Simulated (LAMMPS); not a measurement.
Molecular dynamics of a free-standing liquid film of Cu, 2156 atoms, at 1830 K.

All values are model results, not measurements: classical MD, pair style eam/alloy, file Cu_zhou.eam.alloy (LAMMPS).

- surface tension = 1.00 ± 0.02 N/m
- excess potential energy of the surface = 1.3 J/m²
- number density in the middle = 0.0711 Å⁻³
- cost = very roughly 17 core-minutes

Potential: file Cu_zhou.eam.alloy of the LAMMPS distribution; its header cites Zhou et al, Acta Mater, 49, 4005 (2001).

The ± values are statistical; the model's systematic error is not in them.

```
z (Å)    number density (Å⁻³)
-------  --------------------
-24.79                 0.0000
-23.79                 0.0001
-22.79                 0.0020
-21.78                 0.0178
-20.78                 0.0524
-19.78                 0.0706
-18.78                 0.0719
-17.78                 0.0726
-16.78                 0.0710
-15.77                 0.0715
-14.77                 0.0706
-13.77                 0.0712
-12.77                 0.0711
-11.77                 0.0706
-10.77                 0.0712
-9.770                 0.0715
-8.760                 0.0708
-7.760                 0.0717
-6.760                 0.0698
-5.760                 0.0720
-4.760                 0.0705
-3.760                 0.0722
-2.750                 0.0701
-1.750                 0.0718
-0.7500                0.0699
0.2500                 0.0712
1.250                  0.0711
2.250                  0.0711
3.260                  0.0712
4.260                  0.0707
5.260                  0.0711
6.260                  0.0711
7.260                  0.0711
8.260                  0.0715
9.260                  0.0711
10.27                  0.0706
11.27                  0.0713
12.27                  0.0709
13.27                  0.0711
14.27                  0.0710
15.27                  0.0719
16.28                  0.0707
17.28                  0.0733
18.28                  0.0717
19.28                  0.0702
20.28                  0.0519
21.28                  0.0176
22.28                  0.0024
23.29                  0.0001
24.29                  0.0000
```
